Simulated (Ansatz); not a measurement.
Results of HSE06 in Ansatz (PAW) for BP (model structure, started from the CdTe type, P6₄22, No. 181, 6 atoms in the cell).

Settings: plane-wave cutoff 460 eV, 9×9×4 k mesh (along the axes of the cell as run), Fermi–Dirac smearing 0.01 eV, scalar-relativistic PAW data made under PBE.

The cell is the one relaxed with PBEsol. Conventional cell: a = 3.2595 Å, b = 3.2595 Å, c = 6.9400 Å, α = 90.00°, β = 90.00°, γ = 120.00°.

```
CELL_PARAMETERS angstrom
      3.25952     0.00000     0.00000
     -1.62976     2.82283     0.00000
      0.00000     0.00000     6.94001
ATOMIC_POSITIONS crystal
  B  0.00000 0.49998 0.66667
  B  0.50002 0.50002 0.00000
  B  0.49998 0.00000 0.33333
  P  0.00000 0.49998 0.16667
  P  0.50002 0.50002 0.50000
  P  0.49998 0.00000 0.83333
```

List the 16 lowest band energies at Γ above −25 eV (eV, relative to the valence band maximum), grouping those that round alike.

At Γ: -18.67, -15.69 (×2), -6.97 (×2), -5.23, -2.69 (×2), -1.47 (×2), -1.11, 0.00, 3.08 (×2), 3.86 (×2).

Note: the run warned that its exchange threshold was loose for the stress; the relaxation could raise the start's symmetry but not lower it, so the cell can be a saddle point; cell and atoms aren't relaxed at this level (pressure 0.5 GPa).

A model structure was made by putting elements into a prototype or built by hand; it is no filed structure, need not be a known phase, and can be a saddle point held by its symmetry.

Ansatz is an electronic-structure program.
